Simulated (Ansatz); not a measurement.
The parent structure is ZrSi$_{2}$ (space group Cmcm, No. 63; a = 3.6887 Å, b = 14.8584 Å, c = 3.6668 Å). Axes: x, y, z lie along a, b, c of the conventional cell.

The values are results of Kohn–Sham DFT with the r2SCAN functional, run in Ansatz (a quantum-chemistry and plane-wave program) with PAW and 500 eV plane waves, no SOC, not measurements.

Before the change:

| Quantity | Value |
|---|---|
| Shortest interatomic distance | 4.521 bohr |
| Pressure | 0.0 GPa |
| Band gap | zero |

The change: uniaxial strain ε_zz = −2.57 %, all other strain components held at zero, atoms relaxed at fixed cell.

Question: Estimate the effect on the energy relative to the base.

Answer: The energy goes up by 11 meV/atom.

Question: How does this affect the shortest interatomic distance?

Answer: The shortest interatomic distance drops by 0.050 bohr to 4.471 bohr.

Question: Estimate the effect on the pressure.

Answer: The pressure (mean of the normal stresses, compression positive) goes from zero to 4.2 GPa.

Question: Predict the new band gap.

Answer: The band gap remains zero.

Without a gap, meshes like the base's 13×13×13 leave anisotropic stresses uncertain by several tenths of a GPa, and small strain energies with them. Whether these cells are dynamically stable was not tested. All final runs are without spin polarisation.
